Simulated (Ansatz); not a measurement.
## Pressure series in hypothetical P4_2/mnm BAs

Base system: BAs (space group P4_2/mnm, No. 136; a = 5.889 Å, c = 3.389 Å; a hypothetical phase, not in the database extracts checked).

Cell and atoms are relaxed at each pressure.

Level of theory: Kohn–Sham DFT with the PBE functional, run in Ansatz (a first-principles code) with PAW and 420 eV plane waves, no spin-orbit coupling.

```json
[
 {"P (GPa)": "-2.00", "V (Å³/atom)": "14.949"},
 {"P (GPa)": "-1.00", "V (Å³/atom)": "14.819"},
 {"P (GPa)": "0.30", "V (Å³/atom)": "14.658"},
 {"P (GPa)": "0.70", "V (Å³/atom)": "14.610"},
 {"P (GPa)": "1.50", "V (Å³/atom)": "14.517"},
 {"P (GPa)": "3.00", "V (Å³/atom)": "14.349"},
 {"P (GPa)": "5.00", "V (Å³/atom)": "14.140"},
 {"P (GPa)": "7.50", "V (Å³/atom)": "13.899"},
 {"P (GPa)": "10.00", "V (Å³/atom)": "13.676"}
]
```

Question: Fit a third-order Birch–Murnaghan equation of state.

Answer: Least squares on P(V) = (3B₀/2)[(V₀/V)^(7/3) − (V₀/V)^(5/3)]·[1 + (3/4)(B₀′ − 4)((V₀/V)^(2/3) − 1)] gives V₀ = 14.69 Å³/atom, B₀ = 120 GPa and B₀′ = 4.1.

Between the base and pressure 10 GPa the gap moves from 0.80 eV to 0.58 eV, a mean slope of -22 meV/GPa.

Load acts through the strain it causes; cell and atoms are relaxed under it. No phonon test of stability was made. No other phases were tried under pressure.
